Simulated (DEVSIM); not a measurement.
System: TaN/SiO2/n-Si capacitor, at 300 K.

```tsv
layer (left to right)	material	thickness (nm)	Nd (cm⁻³)
1	SiO2	7.50	-
2	Si	420	1.9e18
```

Metal gate on the left, work function 4.4 eV. Fixed charge at the semiconductor interface -2e10 cm⁻² (in units of +e); no interface traps.

This is a model device: material constants are rounded textbook-type values typed into the input, and sizes, dopings and lifetimes were drawn at random. Values at 300 K.

```tsv
parameter	SiO2	Si
gap (eV)	9	1.124
affinity (eV)	0.9	4.05
permittivity	3.9	11.7
Nc (cm⁻³)	-	2.86e19
Nv (cm⁻³)	-	3.1e19
```

DEVSIM, 1D Poisson equation in equilibrium, Boltzmann statistics, complete ionisation; no quantum confinement or tunnelling. Metal contacts follow the ideal Schottky-Mott rule: no Fermi-level pinning, no interface dipoles.

Q: Tabulate band edges, carrier densities and field at -1.2 V on the gate.

A: Energies count from the Fermi level of the right contact; mesh points crowd at the junctions.

```tsv
x (μm)	Ec (eV)	Ev (eV)	n (cm⁻³)	p (cm⁻³)	field (V/cm)
0.000	4.700	-4.300	< 1e2	< 1e2	-1400000
0.0008831	4.574	-4.426	< 1e2	< 1e2	-1400000
0.002224	4.384	-4.616	< 1e2	< 1e2	-1400000
0.004117	4.114	-4.886	< 1e2	< 1e2	-1400000
0.006288	3.805	-5.194	< 1e2	< 1e2	-1400000
0.007283	3.664	-5.336	< 1e2	< 1e2	-1400000
0.008024	0.459	-0.665	5.6e11	2.1e8	-460000
0.01013	0.368	-0.756	1.9e13	6200000	-400000
0.01330	0.256	-0.868	1.4e15	81000	-310000
0.01911	0.127	-0.997	2.1e17	550	-140000
0.02977	0.072	-1.052	1.7e18	< 1e2	-7400
0.05897	0.070	-1.054	1.9e18	< 1e2	≈ 0
0.1029	0.070	-1.054	1.9e18	< 1e2	≈ 0
0.1835	0.070	-1.054	1.9e18	< 1e2	≈ 0
0.3136	0.070	-1.054	1.9e18	< 1e2	≈ 0
0.3659	0.070	-1.054	1.9e18	< 1e2	≈ 0
0.3933	0.070	-1.054	1.9e18	< 1e2	≈ 0
0.4094	0.070	-1.054	1.9e18	< 1e2	≈ 0
0.4201	0.070	-1.054	1.9e18	< 1e2	≈ 0
0.4240	0.070	-1.054	1.9e18	< 1e2	≈ 0
0.4261	0.070	-1.054	1.9e18	< 1e2	≈ 0
0.4275	0.070	-1.054	1.9e18	< 1e2	≈ 0
```
